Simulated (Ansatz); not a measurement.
The starting structures come from a database of crystals and need not be the phases stable at ambient conditions.

 Where the default PAW files enter, the runs use the earlier of Ansatz's two default sets.

## Evanescent states of TePb2Se (R-3m, not sure to be the ambient phase, 4 atoms a cell, 31.2 Å³ an atom) along the normal of (101)

Computed with r2SCAN (plane waves, PAW; Ansatz, an electronic-structure program).

No gap correction and no spin-orbit coupling; mid-gap values are interpolated between computed energies.

Energies count from the valence-band top; κ is the least over a 8×4 mesh across the current.

```tsv
E (eV)	κ (1/Å)	where
0.03	0.026	Γ
0.09	0.044	Γ
0.15	0.054	Γ
0.21	0.062	Γ
0.27	0.067	Γ
0.33	0.071	Γ
0.39	0.073	Γ
0.45	0.074	Γ
0.51	0.074	Γ
0.57	0.073	Γ
0.63	0.070	off Γ
0.69	0.061	off Γ
0.75	0.047	off Γ
0.81	0.018	off Γ
```

**Question.** How thick must the barrier be to attenuate the transmission by 10^8 when the electrodes' Fermi level lies at 0.27 eV, and what attenuation does that film give at 0.09 eV?

**Answer.** d = 8 ln 10 / (2 × 0.067) = 137.5 Å. At 0.09 eV it gives 8 × 0.044/0.067 = 5.3 decades.
